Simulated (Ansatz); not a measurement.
**Effect of pressure 30 GPa on Cs2AgBiBr6**

Start from Cs2AgBiBr6 (space group Fm-3m, No. 225; a = 11.3430 Å).

Now apply this change: a hydrostatic pressure of 30 GPa.

Level of theory: r2SCAN, PAW, 500 eV (Ansatz, a quantum-chemistry and plane-wave program; scalar-relativistic without spin-orbit coupling). k-mesh 5×5×5 (Γ-centred); smearing 0.05 eV (Fermi–Dirac).

| quantity | base | changed | shift |
|---|---|---|---|
| volume per atom | 36.49 Å³ | 24.16 Å³ | -12.33 Å³ |
| lattice parameter a | 11.343 Å | 9.886 Å | -1.457 Å |
| shortest interatomic distance | 2.814 Å | 2.400 Å | -0.414 Å |
| enthalpy H = E + PV relative to the base's energy | – | +5.29 eV/atom | – |
| band gap | 1.67 eV | 0.62 eV | -1.05 eV |
| gap character | indirect, X → L | indirect, X → L | – |
| smallest direct gap | 2.70 eV | 2.36 eV | -0.345 eV |
| width of the top valence band | 1.24 eV | 2.90 eV | +1.66 eV |
| electron mass | 0.36 mₑ along k, 0.27 mₑ across (at L) | 0.38 mₑ along k, 0.24 mₑ across (at L) | – |
| hole mass | 0.20 mₑ along k, 0.76 mₑ across (at X) | 0.089 mₑ along k, 0.39 mₑ across (at X) | – |

Cost of the whole job for the changed cell (relaxation, final SCF and bands): about 2.4 core-minutes (a rough figure).

With Bi present, leaving out spin-orbit coupling can change the band edges. Load acts through the strain it causes; cell and atoms are relaxed under it. Masses are band curvatures over ±0.01 Å⁻¹ around the edge. Along k means along the line from Γ to the band edge. Whether these cells are dynamically stable was not tested. Competing high-pressure phases were not computed.
